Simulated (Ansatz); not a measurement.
# What x(Te) = 0.5, 12 atoms, Pm does to TiO2

Start from TiO$_{2}$ in the rutile structure (space group P4_2/mnm, No. 136; a = 4.591 Å, c = 2.939 Å).

The other end (x = 1) is TiTe2 in the rutile structure (space group P4_2/mnm, No. 136; a hypothetical phase, not in the database extracts checked): 27.14 Å³/atom, gap zero; this end may not be an ambient phase.

Modification: Te replaces 50.0 % of the O, ordered in a cell of 12 atoms (starting symmetry Pm) and fully relaxed.

Method: PBEsol (Ansatz, a first-principles code), without spin-orbit coupling. Settings: 8×14×5 k-points, 0.05 eV Fermi–Dirac smearing, for the changed cell.

The volume per atom increases by 7.10 Å³ (10.33 Å³ → 17.43 Å³) and the density goes up by 1.80 g/cm³ to 6.08 g/cm³. The band gap goes from 1.87 eV to zero and the mixing energy comes out as +0.13 eV/atom (to 0.01 eV only: unlike meshes or grids) (against an end that may be hypothetical). The deviation of the volume from the linear (Vegard-type) interpolation amounts to -6.9 %.

Each cell is one ordered arrangement of few atoms, which overstates ordering effects compared with a random alloy. Spin-orbit coupling, missing from the scalar runs, can matter with Te. Stability against distortions was not tested. No Hubbard U is applied, and correlation can decide whether such a compound is a metal. All final runs are without spin polarisation. Under x(Te) = 0.5, 12 atoms, Pm the cell changed shape so far that it is another structure.
